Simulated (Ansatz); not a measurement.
Results of LDA in Ansatz (plane waves, PAW) for antifluorite K2S.

Settings: plane-wave cutoff 520 eV, 8×8×8 k mesh, Fermi–Dirac smearing 0.01 eV, scalar-relativistic PAW data made under PBE.

Results at a series of volumes:

| V (Å³/atom) | E − E_lowest (meV/atom) | P (GPa) |
|---|---|---|
| 29.108 | 9.30 | 1.684 |
| 29.727 | 4.01 | 1.064 |
| 30.346 | 0.99 | 0.509 |
| 30.966 | 0.00 | 0.010 |
| 31.585 | 0.84 | -0.437 |
| 32.204 | 3.32 | -0.838 |
| 32.824 | 7.26 | -1.197 |

Fit the third-order Birch–Murnaghan equation and give B0 and B′.

V0 = 30.979 Å³/atom, B0 = 23.5 GPa, B′ = 4.4 (fit to the energies at full precision).

Measured, for comparison: equilibrium volume per atom 33.65 Å³/atom (temperature not stated, not corrected to a static lattice; as tabulated in Syrotyuk et al. (2015), arXiv:1510.06546). Computed (rounded) less measured: equilibrium volume per atom -7.9 %.

Computed values are for the static lattice.

Cost on a shared machine: around 26 core-seconds (rough).

Ansatz is a program for electronic structure.
